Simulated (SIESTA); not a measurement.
**Worked example: self-consistent single point of Mo3Si (Pm-3n, 8 atoms in the cell) in SIESTA**

Level of theory: GGA PBE, numerical atomic orbitals TZP, PseudoDojo PBE standard norm-conserving potentials (rewritten from UPF to PSML) in SIESTA 5.4.2.

This input was run:

```
# files in the folder: Si.psml Mo.psml (PseudoDojo PBE standard)
SystemName  Mo3Si
SystemLabel siesta

NumberOfAtoms                8
NumberOfSpecies              2
%block ChemicalSpeciesLabel
  1 14 Si
  2 42 Mo
%endblock ChemicalSpeciesLabel
LatticeConstant              1.0 Ang
%block LatticeVectors
     4.938900000    0.000000000    0.000000000
     0.000000000    4.938900000    0.000000000
     0.000000000    0.000000000    4.938900000
%endblock LatticeVectors
AtomicCoordinatesFormat      Ang
%block AtomicCoordinatesAndAtomicSpecies
     2.469450000    2.469450000    2.469450000  1
     0.000000000    0.000000000    0.000000000  1
     1.234725000    0.000000000    2.469450000  2
     2.469450000    1.234725000    0.000000000  2
     2.469450000    3.704175000    0.000000000  2
     3.704175000    0.000000000    2.469450000  2
     0.000000000    2.469450000    3.704175000  2
     0.000000000    2.469450000    1.234725000  2
%endblock AtomicCoordinatesAndAtomicSpecies

XC.functional                GGA
XC.authors                   PBE
PAO.BasisSize                TZP
PAO.EnergyShift              0.005 Ry
MeshCutoff                   300 Ry
%block kgrid.MonkhorstPack
    5   0   0  0.0
    0   5   0  0.0
    0   0   5  0.0
%endblock kgrid.MonkhorstPack
OccupationFunction           MP
OccupationMPOrder            0
ElectronicTemperature        200.0 meV

MaxSCFIterations             150
SCF.Mixer.Method             Broyden
SCF.Mixer.Weight             0.2
SCF.Mixer.History            6
SCF.DM.Tolerance             1.0E-04
Diag.ParallelOverK           true
WriteForces                  true
```

Log, with long lists cut:

```
reinit: Reading from file input.fdf

reinit: System Name: Mo3Si
reinit: System Label: siesta

coor:   Atomic-coordinates input format  =     Cartesian coordinates
coor:                                          (in Angstroms)

siesta: Atomic coordinates (Bohr) and species
siesta:      4.66658   4.66658   4.66658  1        1
siesta:      0.00000   0.00000   0.00000  1        2
siesta:      2.33329   0.00000   4.66658  2        3
siesta:      4.66658   2.33329   0.00000  2        4
siesta:      4.66658   6.99988   0.00000  2        5
siesta:      6.99988   0.00000   4.66658  2        6
siesta:      0.00000   4.66658   6.99988  2        7
siesta:      0.00000   4.66658   2.33329  2        8

siesta: System type = bulk

initatomlists: Number of atoms, orbitals, and projectors:      8   184   144

siesta: ******************** Simulation parameters ****************************
redata: Spin configuration                          = none
redata: Time-Reversal Symmetry                      = T
redata: Number of Atomic Species                    =        2
redata: Mesh Cutoff                                 =   300.0000 Ry
redata: Net charge of the system                    =     0.0000 |e|
redata: Min. number of SCF Iter                     =        0
redata: Max. number of SCF Iter                     =      150
redata: SCF convergence failure will abort job
redata: SCF mix quantity                            = Hamiltonian
redata: Mix DM or H after convergence               =   F
redata: Recompute H after scf cycle                 =   F
redata: Mix DM in first SCF step                    =   T
redata: No kicks to SCF
redata: DM Mixing Weight for Kicks                  =     0.5000
redata: Require Harris convergence for SCF          =   F
redata: Harris energy tolerance for SCF             =     0.000100 eV
redata: Require DM convergence for SCF              =   T
redata: DM tolerance for SCF                        =     0.000100
redata: Require EDM convergence for SCF             =   F
redata: EDM tolerance for SCF                       =     0.001000 eV
redata: Require H convergence for SCF               =   T
redata: Hamiltonian tolerance for SCF               =     0.001000 eV
redata: Require (free) Energy convergence for SCF   =   F
redata: (free) Energy tolerance for SCF             =     0.000100 eV
redata: Using DFT-D3 dispersion                     =   F
redata: Using Saved Data (generic)                  =   F
redata: Method of Calculation                       = Diagonalization
redata: Electronic Temperature                      =  2320.9036 K
redata: Number of TDED substeps                     =        3
redata: Dynamics option                             = Single-point calculation
redata: Save all siesta data in one NC              =   F
redata: ***********************************************************************

%block SCF.Mixers
  Broyden
%endblock SCF.Mixers

%block SCF.Mixer.Broyden
  # Mixing method
  method broyden

  # Mixing options
  weight 0.2000
  weight.linear 0.2000
  weight.prime 0.2000
  history 6
%endblock SCF.Mixer.Broyden

DM_history_depth set to one: no extrapolation allowed by default for geometry relaxation
Size of DM history Fstack: 1
Total number of electrons:    92.000000
Total ionic charge:    92.000000

* ProcessorY, Blocksize:    1  64

* Orbital distribution balance (max,min):   184   184

 Kpoints in:           75 . Kpoints trimmed:           63

siesta: k-grid: Number of k-points = 63
siesta: k-points from Monkhorst-Pack grid
siesta: k-cutoff (effective) =    12.347 Ang
siesta: k-point supercell and displacements
siesta: k-grid:     5     0     0      0.000
siesta: k-grid:     0     5     0      0.000
siesta: k-grid:     0     0     5      0.000

diag: Algorithm                                     = D&C
diag: Parallel over k                               =   F
diag: Use parallel 2D distribution                  =   F
diag: Parallel block-size                           = 64
diag: Parallel distribution                         =     1 x     1
diag: Used triangular part                          = Lower
diag: Absolute tolerance                            =  0.100E-15
diag: Orthogonalization factor                      =  0.100E-05
diag: Memory factor                                 =  1.0000

superc: Internal auxiliary supercell:     5 x     5 x     5  =     125
superc: Number of atoms, orbitals, and projectors:   1000  23000  18000

                        Single-point calculation

superc: Internal auxiliary supercell:     5 x     5 x     5  =     125
superc: Number of atoms, orbitals, and projectors:   1000  23000  18000

outcell: Unit cell vectors (Ang):
        4.938900    0.000000    0.000000
        0.000000    4.938900    0.000000
        0.000000    0.000000    4.938900

outcell: Cell vector modules (Ang)   :    4.938900    4.938900    4.938900
outcell: Cell angles (23,13,12) (deg):     90.0000     90.0000     90.0000
outcell: Cell volume (Ang**3)        :    120.4733
new_DM -- step:     1
Initializing Density Matrix...

Attempting to read DM from file... Failed...
DM filled with atomic data:

InitMesh: MESH = 54 x 54 x 54 = 157464
InitMesh: Mesh cutoff (required, used) =   300.000   330.392 Ry

stepf: Methfessel-Paxton step function
       Using Hermite-Gauss polynomials of order  0

        iscf     Eharris(eV)        E_KS(eV)     FreeEng(eV)     dDmax    Ef(eV) dHmax(eV)
   scf:    1   -11616.146834   -11692.624127   -11692.697317  1.507690 -3.420744  7.374050
   scf:    2   -11708.182076   -11701.492564   -11701.561598  0.266361 -3.974987  3.755461
   scf:    3   -11704.958398   -11703.927128   -11703.997689  0.226305 -4.524595  0.749128
   scf:    4   -11704.177991   -11704.075745   -11704.147736  0.112608 -4.669216  0.074226
   scf:    5   -11704.075430   -11704.075589   -11704.147571  0.000913 -4.667566  0.080201
   scf:    6   -11704.073609   -11704.074629   -11704.146558  0.004736 -4.660479  0.106473
   scf:    7   -11704.073054   -11704.073854   -11704.145741  0.003451 -4.657068  0.122559
   scf:    8   -11704.078143   -11704.076631   -11704.148707  0.019909 -4.697070  0.005922
   scf:    9   -11704.076862   -11704.076752   -11704.148764  0.003843 -4.700686  0.000997
   scf:   10   -11704.076774   -11704.076763   -11704.148765  0.000664 -4.701259  0.000160
   scf:   11   -11704.076762   -11704.076762   -11704.148765  0.000014 -4.701280  0.000110

SCF Convergence by DM+H criterion
max |DM_out - DM_in|         :     0.0000141207
max |H_out - H_in|      (eV) :     0.0001096480
SCF cycle converged after 11 iterations

Using DM_out to compute the final energy and forces

siesta: E_KS(eV) =           -11704.0768

siesta: E_KS - E_eggbox =    -11704.0768

siesta: Atomic forces (eV/Ang):
     1   -0.000000   -0.000000    0.000000
     2    0.000000    0.000000   -0.000000
     3   -0.000000    0.000000    0.000000
     4   -0.000000   -0.000000   -0.000000
     5   -0.000000   -0.000000   -0.000000
     6    0.000000    0.000000    0.000000
     7    0.000000   -0.000000   -0.000000
     8    0.000000   -0.000000    0.000000
   Tot    0.000000   -0.000000   -0.000000
   Max    0.000000
   Res    0.000000    sqrt( Sum f_i^2 / 3N )
   Max    0.000000    constrained

Stress tensor Voigt[x,y,z,yz,xz,xy] (kbar):       42.65       42.65       42.65       -0.00        0.00        0.00
(Free)E + p*V (eV/cell)   -11707.3558
Target enthalpy (eV/cell)   -11704.1488

siesta: Program's energy decomposition (eV):
siesta: Ebs     =     -2596.255604
siesta: Eions   =     20720.982359
siesta: Ena     =      5466.376289
siesta: Ekin    =      3722.695990
siesta: Enl     =      1424.563758
siesta: Eso     =         0.000000
siesta: Edftu   =         0.000000
siesta: DEna    =       168.659403
siesta: DUscf   =         5.952487
siesta: DUext   =         0.000000
siesta: Ex      =     -1629.887179
siesta: Ec      =      -141.455151
siesta: Exc     =     -1771.342330
siesta: Eharris =    -11704.076762
siesta: Etot    =    -11704.076762
siesta: FreeEng =    -11704.148765

siesta: Stress tensor (static) (eV/Ang**3):
siesta:     0.026621    0.000000    0.000000
siesta:     0.000000    0.026621   -0.000000
siesta:     0.000000   -0.000000    0.026621

siesta: Cell volume =        120.473270 Ang**3

siesta: Pressure (static):
siesta:                Solid            Molecule  Units
siesta:          -0.00028994         -0.00028994  Ry/Bohr**3
siesta:          -0.02662066         -0.02662066  eV/Ang**3
siesta:         -42.65099390        -42.65099158  kBar
```

The run converged in 11 iterations.

The starting cell has typed, rounded lattice constants, without a prior relaxation at this level. Its lattice was rescaled by a random factor within 2.5 % of one. Spin polarisation is off. Values carry the incompleteness of an atom-centred basis. With a pressure of about -4 GPa the cell is away from its equilibrium volume at this level.

Cost on one core of a shared machine: roughly 4 min.
